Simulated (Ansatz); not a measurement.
# Hypothetical P6_3/mmc SiS2: pressure series

The parent structure is SiS2 in the 2H-MoS2 type structure (space group P6_3/mmc, No. 194; a hypothetical phase, not in the database extracts checked; layered, stacked along the Cartesian z axis).

```
CELL_PARAMETERS angstrom
      3.17913     0.00000     0.00000
     -1.58957     2.75321     0.00000
      0.00000     0.00000    11.31627
ATOMIC_POSITIONS crystal
  Si 0.33333 0.66667 0.25000
  Si 0.66667 0.33333 0.75000
  S  0.33333 0.66667 0.62155
  S  0.66667 0.33333 0.12155
  S  0.66667 0.33333 0.37845
  S  0.33333 0.66667 0.87845
```

Cell and atoms are relaxed at each pressure.

The values are results of plane-wave PAW DFT at the PBEsol-D3(BJ) level (Ansatz, a quantum-chemistry and plane-wave program, 420 eV), no spin-orbit coupling, earlier PAW set, not measurements.

Notes on the quantities. enthalpy: H = E + PV relative to the base's energy.

```csv
change,volume per atom,enthalpy
base,16.51 Å³,–
pressure −2 GPa,17.35 Å³,-0.21 eV/atom
pressure −1 GPa,16.86 Å³,-0.10 eV/atom
pressure 1.8 GPa,16.01 Å³,+0.18 eV/atom
pressure 4.2 GPa,15.36 Å³,+0.42 eV/atom
pressure 9 GPa,14.63 Å³,+0.87 eV/atom
pressure 18 GPa,13.63 Å³,+1.66 eV/atom
pressure 30 GPa,12.60 Å³,+2.64 eV/atom
pressure 45 GPa,11.73 Å³,+3.78 eV/atom
pressure 60 GPa,11.05 Å³,+4.84 eV/atom
```

Load acts through the strain it causes; cell and atoms are relaxed under it. Stability against distortions was not tested. No other phases were tried under pressure. The final runs are not spin-polarised.
